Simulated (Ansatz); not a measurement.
Li on the 1x1 (111) surface of fcc Al, one in a 1x1 cell, energies for each (7.1 Å²). Energies are against an atom of bcc Li, without zero-point or thermal terms; each row is named by its start.

Calculation: PBE (plane waves to 420 eV, PAW; Ansatz, a first-principles code).

Set-up: 5 atoms, 7.0 Å thick at the start under the adsorbate (thin: gaps and levels are the slab's own); mesh 12x12x1; 0.1 eV smearing; dipole correction on; 2 atoms held, the rest relaxed; each run with such symmetry as its start has; no spin, no spin-orbit, no U, no dispersion correction.

A negative adsorption energy means that the adsorbate is more stable on the surface than in its reference. Starts that drift may end in the same place. Heights count from the host atoms within 0.3 Å of the top one.

```tsv
starting site	E_ads (eV)	height (Å)	nearest host atom (Å)	bonded to	Δ work function (eV)	lateral drift (Å)
top Al	0.14	2.77	Al 2.77	Al	-0.12	0.0
hollow Al-Al-Al over Al at depth 2.3 Å	-0.17	2.23	Al 2.78	3 Al	-0.36	0.0
hollow Al-Al-Al over Al at depth 4.6 Å	-0.17	2.24	Al 2.78	3 Al	-0.37	0.0
bridge Al-Al (span 2.9 Å)	-0.17	2.23	Al 2.77	3 Al	-0.37	0.8
```
